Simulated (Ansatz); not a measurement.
Fluorite PbF2 (high-temperature phase) was calculated with LDA (Ansatz, an electronic-structure program, plane waves, PAW).

Numerical settings: plane-wave cutoff 520 eV, 8×8×8 k mesh, scalar-relativistic PAW data made under PBE.

Computed at the level's own relaxed cell.

Q: Predict the Young modulus, Poisson ratio, elastic constant C11, elastic constant C12 and elastic constant C44.

A: 
Young modulus: 69.3 GPa
Poisson ratio: 0.369
elastic constant C11: 124 GPa
elastic constant C12: 70.0 GPa
elastic constant C44: 24.4 GPa

Measured, for comparison: elastic constant C11 96.1 ± 0.09 GPa, elastic constant C44 20.8 ± 0.01 GPa (room temperature, not corrected to a static lattice; as tabulated in Jamieson, Manghnani, Matsui, Ming, J. Geophys. Res. 91, 4643 (1986)). Computed (rounded) less measured: elastic constant C11 +29 %, elastic constant C44 +17 %.

Elastic constants are with the ions relaxed.

Spin–orbit coupling is not included; it can shift volumes and moduli of such heavy elements.

Static lattice: no zero-point or thermal effects.
